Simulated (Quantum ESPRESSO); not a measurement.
Habitual settings against a tight run: TlAu3 (I4/mmm, 4 atoms in the cell)

Self-consistent single point.

```
CELL_PARAMETERS angstrom
      2.07934    -2.07934     4.52700
      2.07934     2.07934     4.52700
     -2.07934    -2.07934     4.52700
ATOMIC_POSITIONS crystal
  Tl 0.00000 0.00000 0.00000
  Au 0.50000 0.25000 0.75000
  Au 0.50000 0.75000 0.25000
  Au 0.00000 0.50000 0.50000
```

Level of theory: PBEsol, GBRV 1.5 ultrasoft (PBESOL) pseudopotentials (plane waves; Quantum ESPRESSO 7.5).

Base settings: ecutwfc = 40 Ry; ecutrho = 320 Ry; occupations = smearing; smearing = marzari-vanderbilt; degauss = 0.019992 Ry; potentials = {Tl: tl_pbesol_v1.2.uspp.F.UPF, Au: au_pbesol_v1.uspp.F.UPF}; K_POINTS = automatic 9 9 9 0 0 0; conv_thr = 1e-10 Ry.

Tight run (finer mesh or higher cutoff; not a proven limit): ecutwfc: 40 Ry → 56 Ry; ecutrho: 320 Ry → 448 Ry; conv_thr: 1e-10 Ry → 7.3e-11 Ry; K_POINTS: automatic 9 9 9 0 0 0 → automatic 13 13 13 0 0 0. It gave Fermi level (on the code's own zero) 13.87 eV; pressure -4.93 GPa.

Quick runs, as changes from the base:
- A: the base itself
- B: ecutwfc: 40 Ry → 24 Ry; ecutrho: 320 Ry → 192 Ry; K_POINTS: automatic 9 9 9 0 0 0 → automatic 3 3 3 0 0 0
- C: degauss: 0.019992 Ry → 0.0099958 Ry; conv_thr: 1e-10 Ry → 7.3e-06 Ry; K_POINTS: automatic 9 9 9 0 0 0 → automatic 4 4 4 1 1 1
- D: ecutwfc: 40 Ry → 20 Ry; ecutrho: 320 Ry → 160 Ry; K_POINTS: automatic 9 9 9 0 0 0 → automatic 8 8 8 1 1 1
- E: ecutwfc: 40 Ry → 24 Ry; ecutrho: 320 Ry → 192 Ry; smearing: marzari-vanderbilt → fermi-dirac; degauss: 0.019992 Ry → 0.0147 Ry; pseudopotentials: {Tl: tl_pbesol_v1.2.uspp.F.UPF, Au: au_pbesol_v1.uspp.F.UPF} → {Tl: tl_lda_v1.2.uspp.F.UPF, Au: au_lda_v1.uspp.F.UPF}; K_POINTS: automatic 9 9 9 0 0 0 → automatic 6 6 6 0 0 0 [LDA (PZ)]
- F: ecutwfc: 40 Ry → 20 Ry; ecutrho: 320 Ry → 160 Ry; K_POINTS: automatic 9 9 9 0 0 0 → automatic 4 4 4 0 0 0

Energies are extrapolated to zero smearing width, which holds to low order in the width alone (under cold and Methfessel-Paxton smearing the free energy itself is taken).

Dashes: time of B, E, F, under 30 s; pressure of C, not trusted under this conv_thr with d or f elements; energy of E, another energy zero.

† marks runs with another functional, U, potentials or spin treatment: their distance from the tight run is not a convergence error alone.

The count of work is k-points × plane waves × bands × iterations; it is no time. Core times come from one kind of shared machine and are given to one figure; runs under 30 s give none.

The starting cell comes from a database of computed structures (which also holds hypothetical and non-ambient phases and stackings), without a prior relaxation at this level. Its lattice was rescaled by a random factor within 2.5 % of one. In the base run, with a pressure of about -5 GPa the cell is away from its equilibrium volume at this level.

```tsv
run	energy less tight (meV/atom)	pressure less tight (GPa)	count of work / tight	core time / tight (rough)
A	10.8	-0.39	0.21	0.3
B	120.8	-3.34	0.0078	–
C	8.7	–	0.018	0.07
D	498.2	-25.60	0.056	0.06
E†	–	-7.15	0.039	–
F	489.6	-25.92	0.013	–
```

Among the runs at the tight run's level, the energy misses run from 8.7 to 498.2 meV/atom.
